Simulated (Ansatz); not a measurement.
Results of HSE06 (Ansatz, an electronic-structure program, PAW) for 1T (CdI2-type) MnBr2.

Output (set-up and result lines):

```
WARN output.stress: scf.convergence.dr2_threshold = 1e-7 eV (the SCF's general default) is looser than the 6e-10 eV advised for a printed stress (1e-10 eV for …
WARN output.stress: scf.exx.energy_threshold = 1e-6 eV is looser than the 6e-8 eV advised for a stress under a hybrid functional (1e-8 eV for each atom of the …
Crystal: 6 atoms, lattice volume = 168.650 Å³
Basis set: ecut = 500 eV, 4241 PW (Γ), exchange–correlation on 60×60×192 points (8 copies of the dense FFT grid, shifted against one another)
Bands: 41, of which v1, the nominal top of the filled ones, is band 29 counted from 1 (28 counted from 0)
Symmetry: 12 space group operations
Space group: P-3m1 (ITA 164), of the structure as read, at distance tolerance 5.5e-5 Å
k-points: 14 of 72
Initial density: superposition of atomic densities (chi_scale 0.1, normalization cell, long waves kept (reshape's long-wave potential 0.22 eV rms))
Crystal: 6 atoms, lattice volume = 168.650 Å³
Initial density: handed on by an earlier stage of this run
Crystal: 6 atoms, lattice volume = 168.650 Å³
SCF 3 converged in 8 iterations: F = -18943.927082 eV  dr2 = 1.96e-10
Crystal: 6 atoms, lattice volume = 168.650 Å³
SCF 4 converged in 4 iterations: F = -18943.927082 eV  dr2 = 1.42e-10
Magnetization: 0.0000 μB (29.0000 up, 29.0000 down)
Free energy (F): -18943.927082 eV
Internal energy: -18943.927082 eV  (E = F + TS)
E sigma→0 (E₀):  -18943.927082 eV
Fermi energy:    5.191434 eV
--- Forces (eV/Å), atoms counted from 1 ---
  atom   1  Mn     0.00000000    -0.00000000     0.00000000
  atom   2  Br    -0.00000000    -0.00000000    -0.00537136
  atom   3  Br     0.00000000     0.00000000     0.00536360
  atom   4  Mn     0.00000000    -0.00000000     0.00000000
  atom   5  Br    -0.00000000    -0.00000000    -0.00536360
  atom   6  Br     0.00000000     0.00000000     0.00537136
--- Stress (GPa, compression-positive) ---
        0.592419       0.000000      -0.000000
        0.000000       0.592419      -0.000000
       -0.000000      -0.000000       0.538397
  P = ⅓ Tr σ = 0.5744 GPa (5.744 kbar)
```

Problem. Write an input file that could have produced this run (the log leaves some choices open).

Solution. This is not unique; one that fits is 
Ansatz 0.2 input:
```yaml
crystal:
  lattice:
    - [3.8685685963, 0.0, 0.0]
    - [-1.9342842981, 3.3502786807, 0.0]
    - [0.0, 0.0, 13.0123183944]
  atoms:
    - { symbol: Mn, position: [0.0, 0.0, 0.0], spin: 5.0 }
    - { symbol: Br, position: [0.3333333333, 0.6666666667, 0.1159053759] }
    - { symbol: Br, position: [0.6666666667, 0.3333333333, 0.3840946241] }
    - { symbol: Mn, position: [0.0, 0.0, 0.5], spin: -5.0 }
    - { symbol: Br, position: [0.3333333333, 0.6666666667, 0.6159053759] }
    - { symbol: Br, position: [0.6666666667, 0.3333333333, 0.8840946241] }
kpoints:
  mp_grid: { grid: [6, 6, 2] }
hamiltonian:
  xc: hse06
  pseudopotentials: { kind: paw }
  dispersion: none
scf:
  occupations: { method: gaussian, width: 0.02 }
output:
  forces: true
  stress: true
  eigenvalues: true
magnetization:
  spin_polarized: true
basis:
  ecutwfc: 500
  ecutrho_ratio: 4
  xc_grid: 2
```

The PAW data were made under PBE.

The run is spin-polarised with opposed starting moments, which need not be the measured order.

Note: the magnetic order was assumed, not searched for or taken from measurement. Note: the cell comes from a level without a dispersion term, which matters for the spacing of layers, chains or molecules. Note: cell and atoms aren't relaxed at this level (pressure 0.6 GPa). Note: the cell has widely spaced layers and the level no dispersion term, so their spacing and the moduli can rest on weak binding.
